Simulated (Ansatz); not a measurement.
**WSi₂ (model structure, started from the AlB2 type, P6/mmm, No. 191, 3 atoms in the cell): lattice parameter c by level of theory**

No measured value is used here.

| level (code) | value (Å) |
|---|---|
| PBE (Ansatz) | 2.592 |
| PBEsol (Ansatz) | 2.571 |
| PBE-D3(BJ) (Ansatz) | 2.568 |

Density-functional levels without +SOC have no spin–orbit coupling. Ansatz's density-functional and Hartree–Fock values are scalar-relativistic unless marked +SOC, with PAW data made under PBE.

A model structure was made by putting elements into a prototype or built by hand; it is no filed structure, need not be a known phase, and can be a saddle point held by its symmetry.

Ansatz is an electronic-structure program.
